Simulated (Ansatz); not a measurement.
Levels about the gap of amorphous Al28O45Sb2 (75 atoms in a cell of 850 Å³, 3.36 g/cm³; zone centre alone, so wide bands show as single levels with stretches between that a denser mesh fills), at the geometry that PBE relaxed, where it gives 3.5 GPa on a denser mesh. The participation number counts the atoms over which a state spreads; weights are charges in smoothed Voronoi cells. The levels come from a single point, so bond lengths are those of that geometry. Method of the levels: PBE, scalar-relativistic without spin-orbit coupling (Ansatz, a program for electronic structure). Sampling: the zone centre alone; Fermi-Dirac width 0.02 eV; no spin polarisation. At PBE the levels at the filled edge of the gap are localised (band-tail or defect states).

A CHGNet melt-quench gave the starting glass, which DFT then relaxed. O atoms were pushed apart under 1.9 Å during the dynamics, to hinder bonds among them. The hot cell started wider than the set density and was brought back towards it in steps. It is the lowest in DFT energy of 2 quenches. It is a model cell: composition and starting density were chosen by hand, and all elements were melted together. No dispersion term was used. Its density started from a set value of 3.36 and ended at 3.36 g/cm³. The simulated quench (nominally 340 K/ps over its main leg) is rapid and tends to freeze in more defects than a deposited or slowly cooled glass has. A cell of this size samples the disorder only roughly. The volume was held where the preparation left it and the shape relaxed, at a PBE pressure of 3.5 GPa. Stress components on the final sampling reach 4.1 GPa. Cycles of charging lowered its energy after that relaxation.

| E - E(highest filled), eV | filling | participation number | largest on | weight O | weight Sb | weight Al |
|---|---|---|---|---|---|---|
| -0.42 | filled | 9.8 | O, 2 neighbours | 0.94 | 0.01 | 0.05 |
| -0.29 | filled | 16.1 | O, 3 neighbours | 0.94 | 0.01 | 0.05 |
| -0.22 | filled | 19.3 | O, 3 neighbours | 0.91 | 0.05 | 0.05 |
| -0.19 | filled | 10.3 | O, 2 neighbours | 0.93 | 0.02 | 0.05 |
| -0.15 | filled | 6.5 | O, 3 neighbours | 0.95 | 0.01 | 0.04 |
| -0.05 | filled | 8.8 | O, 2 neighbours | 0.85 | 0.11 | 0.05 |
| 0.00 | filled | 7.2 | O, 2 neighbours | 0.83 | 0.12 | 0.05 |
| 3.58 | empty | 17.8 | Sb, 3 neighbours | 0.50 | 0.28 | 0.22 |
| 4.03 | empty | 27.0 | Sb, 4 neighbours | 0.53 | 0.22 | 0.25 |
| 4.39 | empty | 7.0 | Sb, 4 neighbours | 0.50 | 0.43 | 0.07 |
| 4.78 | empty | 7.5 | Sb, 4 neighbours | 0.47 | 0.45 | 0.08 |
| 4.98 | empty | 7.4 | Sb, 3 neighbours | 0.48 | 0.43 | 0.09 |
| 5.55 | empty | 30.1 | Sb, 3 neighbours | 0.59 | 0.13 | 0.27 |
| 5.75 | empty | 38.8 | Al, 5 neighbours | 0.57 | 0.04 | 0.39 |

Most localised among these is the filled level at -0.15 eV, on a O atom, which has 3 neighbours (Al 1.77 Å, Al 1.79 Å, Al 2.00 Å).
